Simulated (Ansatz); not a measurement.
Given:

```
CsPbCl3
1.0
    7.74747     0.00000     0.00000
    3.87373     6.70950     0.00000
    3.87373    -2.23650     3.36040
Cs Pb Cl
1 1 3
Direct
  0.00000   0.00000   0.00000
  0.00000   0.50000   0.50000
  0.50000   0.00000   0.00000
  0.00000   0.50000   0.00000
  0.50000   0.50000   0.00000
```

No spin polarisation.

The values are results of Ansatz (an electronic-structure program) PBEsol, without spin-orbit coupling, not measurements. Γ-centred 6×6×6 mesh, Fermi–Dirac width 0.05 eV.

Problem. Predict the band gap.

Solution. 1.69 eV.

Problem. What is the computed gap character?

Solution. Direct at T.

Problem. Predict the pressure (mean of the normal stresses, compression positive).

Solution. 3.7 kbar.

Spin-orbit coupling, missing from the scalar runs, can matter with Pb. The cells carry an imposed strain or load. No phonon test of stability was made. The cell was made from CsPbCl$_{3}$ in the cubic perovskite structure (space group Pm-3m, No. 221) by this change: biaxial strain −2.50 %, plane normal [111], relaxed out of plane. Many cubic perovskites are stable only at high temperature; tilts and polar distortions were not tested. This is not the structure that CsPbCl3 has at room temperature and ambient pressure.
